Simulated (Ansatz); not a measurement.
Take Ca in the fcc (Cu type) structure (space group Fm-3m, No. 225; a = 5.456 Å; relaxed with 0.1 eV smearing) as the base.

The values are results of PBEsol (Ansatz, a first-principles code, PAW, without spin-orbit coupling), not measurements.

Before the change:

- Pressure: 0.0 GPa
- Band gap: zero

Modification: an isotropic linear strain of −3.17 %; the atoms relax in the strained cell.

Q: How does this affect the energy relative to the base?

A: The energy grows by 22 meV/atom.

Q: Predict the new pressure.

A: The pressure goes from zero to 2.0 GPa.

Q: Estimate the effect on the band gap.

A: The band gap stays zero.

Stability against distortions was not tested.
